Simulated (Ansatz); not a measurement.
A structure of fluorite-type CoSi2 (1 1 1) on silicon (1 1 1) (film strained to the substrate, faces as cut) off equilibrium:

```
CELL_PARAMETERS angstrom
      3.86787     0.00000    -0.16901
      1.93394     3.34968    -0.09371
     -0.78998    -1.18561    25.08163
ATOMIC_POSITIONS crystal
  Si 0.02755 0.86104 0.07524
  Si 0.68407 0.51605 0.04497
  Si 0.40199 0.24074 0.20080
  Si 0.05936 0.89575 0.16941
  Si 0.76827 0.61994 0.32663
  Si 0.42647 0.27483 0.29522
  Si 0.13553 0.99813 0.45257
  Si 0.79260 0.65435 0.42118
  Si 0.52114 0.35130 0.58266
  Si 0.17098 0.01721 0.54685
  Co 0.58534 0.31175 0.67505
  Co 0.95913 0.68598 0.80066
  Co 0.31999 0.06187 0.92107
  Si 0.25046 0.96821 0.66022
  Si 0.92889 0.65643 0.71146
  Si 0.61423 0.34138 0.77264
  Si 0.29754 0.02949 0.83215
  Si 0.97853 0.71574 0.89400
  Si 0.66165 0.41041 0.94908
```

These are PBE (plane waves to 420 eV, PAW; Ansatz, a first-principles code) values and carry that method's errors. Spin–orbit coupling is left out; the runs are not spin-polarised. Its k-point mesh 9×9×1, Fermi–Dirac width 0.05 eV.

### Question
What forces act on the atoms (eV/Å, in the order given), and what is the pressure?

### Answer
```tsv
atom	Fx	Fy	Fz
Si1	-0.041	-0.024	0.002
Si2	-0.013	-0.009	-0.413
Si3	-0.012	-0.007	-0.021
Si4	-0.028	-0.028	0.107
Si5	0.020	-0.031	-0.014
Si6	-0.027	0.012	0.036
Si7	0.011	-0.046	-0.080
Si8	0.001	-0.029	0.016
Si9	0.006	0.114	0.052
Si10	-0.002	0.035	-0.081
Co11	0.013	-0.162	0.407
Co12	-0.118	-0.062	0.673
Co13	0.032	0.004	0.367
Si14	-0.065	0.017	-0.340
Si15	0.032	0.085	-0.210
Si16	0.064	0.019	-0.010
Si17	0.065	0.052	-0.541
Si18	0.095	0.092	0.518
Si19	-0.034	-0.031	-0.469
```

Pressure: -1.24 GPa.
